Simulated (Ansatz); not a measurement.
Consider CdS in the zinc blende structure (space group F-43m, No. 216; a = 5.8778 Å).

The values are results of r2SCAN, PAW, 500 eV (Ansatz, a first-principles code; without spin-orbit coupling), not measurements.

Carriers are added at fixed cell with a uniform background; the Fermi–Dirac width is that of 300 K.

One change was made to it. Results:

```csv
quantity,base,after
gap character,direct at Γ,direct at Γ
Fermi level relative to the doped band's edge (positive inside the band; to 0.05 eV),–,+1.45 eV
gap between the host's bands,1.54 eV,1.50 eV
```

Q: Which of these changes matches the shifts?
(A) holes 1.0×10^21 cm⁻³
(B) electrons 1.5×10^21 cm⁻³
(C) electrons 5.0×10^20 cm⁻³
(D) holes 1.5×10^21 cm⁻³
(E) electrons 1.0×10^22 cm⁻³

A: B, electrons 1.5×10^21 cm⁻³. For comparison, the Fermi level from band edge in the other runs: electrons 5.0×10^20 cm⁻³ gives +0.90 eV; holes 1.0×10^21 cm⁻³ gives +0.15 eV; electrons 1.0×10^22 cm⁻³ gives +2.50 eV; holes 1.5×10^21 cm⁻³ gives +0.20 eV.

Carriers are added with a uniform compensating background; total energy and stress of such cells depend on the potential's zero and are not compared; many-body gap narrowing is missing at this level. Stability against distortions was not tested.
